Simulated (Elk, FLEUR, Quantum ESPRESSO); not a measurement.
# Code comparison for CeP₂Ru₂ (I4/mmm, 5 atoms in the cell)

Self-consistent single point, at a second geometry (lattice scaled by 0.98). First geometry:

```xyz
5
Lattice="-2.0275 2.0275 4.8903 2.0275 -2.0275 4.8903 2.0275 2.0275 -4.8903" Properties=species:S:1:pos:R:3 pbc="T T T"
Ce     0.0000     0.0000     0.0000
P      0.0000     0.0000     3.6338
P      0.0000     0.0000     6.1468
Ru     0.0000     2.0275     2.4452
Ru     2.0275     0.0000     2.4452
```
Moments meant for the start (each program seeds them in its own way; μB, in the order of the atoms Ce P P Ru Ru): 1.0 0.0 0.0 0.0 0.0.

Shared settings, as Quantum ESPRESSO writes them: occupations = smearing; smearing = gaussian; degauss = 0.0073499 Ry; nspin = 2; K_POINTS = automatic 5 5 5 0 0 0. Potentials and cutoffs stand in the table.

| code | model | largest force (eV/Å) | size of the net moment (μB/atom) | cutoff |
|---|---|---|---|---|
| Elk | PBEsol, all-electron FP-LAPW, Elk's shipped species files, default APW+lo basis | – | 0.00 | rgkmax 7 |
| Quantum ESPRESSO | PBEsol, SSSP 1.1.2 efficiency (PBE) pseudopotentials | 1.003 | 0.05 | 60 Ry |
| FLEUR | PBEsol, all-electron FLAPW (FLEUR), scalar-relativistic valence | 1.049 | 0.00 | Kmax 4 1/bohr |

A dash marks a value that a program does not give, or that is left out as unsure.

On Elk's run: spin-orbit coupling is off. The starting moments vanished: the run ended non-magnetic, which need not be the lowest state. The f electrons are in the valence without U or exact exchange, which can misplace them near the Fermi level. Spin-orbit terms, which matter for f shells, are left out.

The spread over the programs that give each value: largest force within 0.046 eV/Å; size of the net moment within 0.05 μB/atom.

Elk and FLEUR treat all electrons, but the usual bases taken here (sphere radii, linearisation, local orbitals, empty states) were not tested for convergence, so the values are no reference for the others.

The starting cell comes from a database of computed structures (which also holds hypothetical and non-ambient phases and stackings), without a prior relaxation at this level. Its lattice was rescaled by a random factor within 2.5 % of one. For this run, on top of that: lattice scaled by 0.98.

Left out of this page: Ansatz (with a known weakness of the program).
